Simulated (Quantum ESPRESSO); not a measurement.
A self-consistent single point of MgAlB4 (P6/mmm, 6 atoms in the cell) with Quantum ESPRESSO.

Method: PBEsol, SSSP 1.1.2 efficiency (PBE) pseudopotentials (plane waves; Quantum ESPRESSO 7.5).

```yaml
crystal:
  lattice:
    - [3.02732, 0.00000, 0.00000]
    - [-1.51366, 2.62174, 0.00000]
    - [0.00000, 0.00000, 6.72194]
  atoms:
    - { symbol: Mg, position: [0.00000, 0.00000, 0.50000] }
    - { symbol: Al, position: [0.00000, 0.00000, 0.00000] }
    - { symbol: B, position: [0.66667, 0.33333, 0.23369] }
    - { symbol: B, position: [0.33333, 0.66667, 0.76631] }
    - { symbol: B, position: [0.33333, 0.66667, 0.23369] }
    - { symbol: B, position: [0.66667, 0.33333, 0.76631] }
```

Reference input (self-consistent single point, DFT, LDA (PZ), plane waves, GBRV 1.5 ultrasoft (LDA) pseudopotentials): ecutwfc = 40 Ry; ecutrho = 200 Ry; occupations = smearing; smearing = fd; degauss = 0.0073499 Ry; potentials = {Mg: mg_lda_v1.4.uspp.F.UPF, Al: al_lda_v1.uspp.F.UPF, B: b_lda_v1.4.uspp.F.UPF}; K_POINTS = automatic 16 16 7 0 0 0; conv_thr = 1e-09 Ry; mixing_beta = 0.5. This run's input differs from it in these lines:

```diff
@@ -15,3 +15,3 @@
   ecutwfc = 40
-  ecutrho = 200
+  ecutrho = 320
   occupations = 'smearing'
@@ -19,2 +19,3 @@
   degauss = 0.0073499
+  input_dft = 'pbesol'
 /
@@ -25,5 +26,5 @@
 ATOMIC_SPECIES
-Mg    24.3050  mg_lda_v1.4.uspp.F.UPF
-Al    26.9815  al_lda_v1.uspp.F.UPF
-B     10.8100  b_lda_v1.4.uspp.F.UPF
+Mg    24.3050  Mg.pbe-n-kjpaw_psl.0.3.0.UPF
+Al    26.9815  Al.pbe-n-kjpaw_psl.1.0.0.UPF
+B     10.8100  b_pbe_v1.4.uspp.F.UPF
 ATOMIC_POSITIONS {alat}
```

Output, abridged:

```
     Self-consistent Calculation

     iteration #  1     ecut=    40.00 Ry     beta= 0.50

---- Real-time Memory Report at c_bands before calling an iterative solver
           159 MiB given to the printing process from OS
            68 MiB allocation reported by mallinfo(arena+hblkhd)
------------------

     total energy              =     -96.72102127 Ry
     estimated scf accuracy    <       0.57727737 Ry

     iteration #  2     ecut=    40.00 Ry     beta= 0.50

---- Real-time Memory Report at c_bands before calling an iterative solver
           220 MiB given to the printing process from OS
   [... lines left out ...]

---- Real-time Memory Report at c_bands before calling an iterative solver
           225 MiB given to the printing process from OS
           102 MiB allocation reported by mallinfo(arena+hblkhd)
------------------

     total energy              =     -96.82430473 Ry
     estimated scf accuracy    <       0.00000005 Ry

     iteration #  9     ecut=    40.00 Ry     beta= 0.50

---- Real-time Memory Report at c_bands before calling an iterative solver
           225 MiB given to the printing process from OS
           102 MiB allocation reported by mallinfo(arena+hblkhd)
------------------
     End of self-consistent calculation

     the Fermi energy is     9.6601 ev

!    total energy              =     -96.82430475 Ry
     estimated scf accuracy    <          2.2E-10 Ry
     smearing contrib. (-TS)   =      -0.00159921 Ry
     internal energy E=F+TS    =     -96.82270554 Ry

      -> PAW hartree energy AE =       2.76920923 Ry
      -> PAW hartree energy PS =      -2.76368770 Ry
      -> PAW xc energy AE      =     -67.63171279 Ry
      -> PAW xc energy PS      =       3.45294337 Ry
      -> total E_H with PAW    =       4.03750892 Ry
      -> total E_XC with PAW   =     -80.51185001 Ry

     convergence has been achieved in   9 iterations

     Forces acting on atoms (cartesian axes, Ry/au):

     atom    1 type  1   force =     0.00000000   -0.00000000   -0.00000000
   [... lines left out ...]

     Total force =     0.000701     Total SCF correction =     0.000024

          total   stress  (Ry/bohr**3)                   (kbar)     P=       -4.38
  -0.00000057  -0.00000000   0.00000000           -0.08       -0.00        0.00
  -0.00000000  -0.00000057  -0.00000000           -0.00       -0.08       -0.00
   0.00000000  -0.00000000  -0.00008826            0.00       -0.00      -12.98

   JOB DONE.
```

The run converged in 9 iterations. Against the reference run the pressure goes from -4.40 to -0.44 GPa and the largest force goes from 0.004 to 0.009 eV/Å.

The starting cell comes from a database of computed structures (which also holds hypothetical and non-ambient phases and stackings), without a prior relaxation at this level.
